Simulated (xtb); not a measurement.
xtb 6.7.1, GFN2-xTB: CN([SiH3])[Si](O)(O)O, 16 atoms. The geometry is a generated start, not checked to be a minimum at this level.

```json
{
 "run_flags": "--grad",
 "method": "GFN2-xTB",
 "--acc": "1 (default)",
 "--etemp (K)": "300 (default)",
 "basis_functions": "49",
 "valence_electrons": "44"
}
```

```xyz
16

Si    -1.2176     0.5109     1.4999
N     -0.5067     0.1664    -0.0428
C     -1.3510    -0.2656    -1.1441
Si     1.1873    -0.1337    -0.2381
O      1.5604    -1.6884    -0.5490
O      1.8490     0.3837     1.1617
O      1.7968     0.6114    -1.5480
H     -1.2653    -0.6709     2.3752
H     -0.4603     1.5866     2.1292
H     -2.5848     0.9377     1.1849
H     -0.9229     0.0596    -2.0929
H     -2.3454     0.1640    -1.0404
H     -1.4440    -1.3543    -1.1769
H      1.5595    -2.3062     0.1771
H      2.7790     0.5942     1.1581
H      1.3661     1.4044    -1.8539
```

One run each on 1 thread. Values of broydamp tried: 0.02, 0.05, 0.1, 0.2, 0.4 (default), 0.6, 0.8, 1.

Task: How does the count of SCC iterations change with broydamp, and where is it least?

Result: Fewest SCC iterations, within one of each other: 0.4 (default) with 13, 0.6 with 13, 0.8 with 13, 1 with 14. The count rises to 22 at 0.02. All converge to one solution.

```tsv
broydamp	SCC iterations	end
0.02	22	same solution
0.05	20	same solution
0.1	18	same solution
0.2	15	same solution
0.4 (default)	13	same solution
0.6	13	same solution
0.8	13	same solution
1	14	same solution
```
